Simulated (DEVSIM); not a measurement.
Structure: Co/La2O3/n-Ge capacitor, at 300 K.

| layer (left to right) | material | thickness (nm) | Nd (cm⁻³) |
|---|---|---|---|
| 1 | La2O3 | 17.0 | - |
| 2 | Ge | 700 | 7.2e17 |

Metal gate on the left, work function 5 eV. Fixed charge at the semiconductor interface 0 cm⁻² (in units of +e); no interface traps.

Constants are typed, rounded textbook-type inputs, not results; the design itself was drawn at random and stands for no fabricated device. Values at 300 K; Nc and Nv go as T^1.5, mobilities as T to minus their exponent, the gap by Varshni's rule with the affinity fixed.

| parameter | La2O3 | Ge |
|---|---|---|
| gap (eV) | 5.8 | 0.664 |
| affinity (eV) | 1.8 | 4 |
| permittivity | 27 | 16 |
| Nc (cm⁻³) | - | 1.04e19 |
| Nv (cm⁻³) | - | 6e18 |
| Varshni α (eV/K) | - | 0.000477 |
| Varshni β (K) | - | 235 |

DEVSIM, 1D Poisson equation in equilibrium, Boltzmann statistics, complete ionisation; no quantum confinement or tunnelling. Metal contacts follow the ideal Schottky-Mott rule: no Fermi-level pinning, no interface dipoles.

Base results: capacitance of the dielectric stack (μF/cm²) 1.41; threshold voltage (band bending 2φF) (V) 0.09; minimum of the low-frequency capacitance (μF/cm²) 0.343; flat-band voltage (V) 0.93.

What follows from this one change: fixed charge 0 → -2.61e+12 cm^-2?

capacitance of the dielectric stack little changed (1.41 μF/cm²); threshold voltage (band bending 2φF) 0.09 → 0.39 V; minimum of the low-frequency capacitance little changed (0.342 μF/cm²); flat-band voltage 0.93 → 1.23 V.

What follows from this one change: La2O3 thickness 0.017 → 0.02 μm?

capacitance of the dielectric stack 1.41 → 1.20 μF/cm²; threshold voltage (band bending 2φF) 0.09 → 0.04 V; minimum of the low-frequency capacitance 0.343 → 0.331 μF/cm²; flat-band voltage little changed (0.93 V).

What follows from this one change: substrate doping 7.2e+17 → 3.6e+17 cm^-3?

capacitance of the dielectric stack little changed (1.41 μF/cm²); threshold voltage (band bending 2φF) 0.09 → 0.20 V; minimum of the low-frequency capacitance 0.343 → 0.271 μF/cm²; flat-band voltage 0.93 → 0.91 V.

What follows from this one change: temperature 300 → 450 K?

capacitance of the dielectric stack little changed (1.41 μF/cm²); threshold voltage (band bending 2φF) 0.09 → 0.26 V; minimum of the low-frequency capacitance 0.343 → 0.437 μF/cm²; flat-band voltage 0.93 → 0.87 V.
